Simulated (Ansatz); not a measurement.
The starting structures come from a database of crystals and need not be the phases stable at ambient conditions.

By PBEsol, the system below comes out a metal.

The ballistic (Sharvin) conductance counts the channels at the Fermi level: G/A = (e²/h) × channels of both spins per area.

Given:

```
CELL_PARAMETERS angstrom
      3.05347     0.00000     0.00000
      0.00000     3.42502     0.00000
      0.00000     0.00000     3.05347
ATOMIC_POSITIONS crystal
  Nb 0.00000 0.00000 0.00000
  Ru 0.50000 0.50000 0.50000
```

Space group of this cell: P4/mmm. The cell is taken as given; by PBEsol its mean pressure is -7.5 GPa.

The current flows along the normal of the first two printed cell vectors, the (100) plane of the conventional cell. No spin-orbit coupling; the value is a mean over 0.1 eV about the Fermi level.

Give the ballistic conductance per area that PBEsol (Ansatz, a program for electronic structure) yields.

1.3 × 10¹⁵ S/m² for both spins.
